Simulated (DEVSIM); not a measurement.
System: Ge p-i-n diode, at 400 K.

Layer 1 from the left is Ge, thickness (μm) 0.930, Na (cm⁻³) 1.6e17, τn (s) 0.0002, τp (s) 0.0002. Layer 2 from the left is Ge, thickness (μm) 37.0, Nd (cm⁻³) 1.2e11, τn (s) 0.0002, τp (s) 0.0002. Layer 3 from the left is Ge, thickness (μm) 0.720, Nd (cm⁻³) 3e17, τn (s) 0.0002, τp (s) 0.0002.

Left contact: ohmic. Right contact: ohmic. Voltage is applied to the left contact. Recombination: SRH at mid-gap. Mobility is μmin + (μ − μmin)/(1 + (N/Nref)^α).

Constants are typed, rounded textbook-type inputs, not results; the design itself was drawn at random and stands for no fabricated device. Values at 300 K; Nc and Nv go as T^1.5, mobilities as T to minus their exponent, the gap by Varshni's rule with the affinity fixed.

Ge: gap (eV) 0.664, affinity (eV) 4, permittivity 16, Nc (cm⁻³) 1.04e19, Nv (cm⁻³) 6e18, μn (cm²/Vs) 3900, μp (cm²/Vs) 1900, μn,min 150, μp,min 100, Nref,n 2.6e17, Nref,p 4e17, αn 0.56, αp 0.6, T exponent of μn 1.66, T exponent of μp 2.33, Varshni α (eV/K) 0.000477, Varshni β (K) 235.

Simulated with DEVSIM: 1D drift-diffusion, Boltzmann statistics, complete ionisation; no tunnelling, impact ionisation, image-force lowering or self-heating.

Problem. What does the simulation give for the dark forward voltage at 100 A/cm², the potential step across the device at zero bias?

Solution. dark forward voltage at 100 A/cm² 0.203 V; potential step across the device at zero bias 0.347 V.
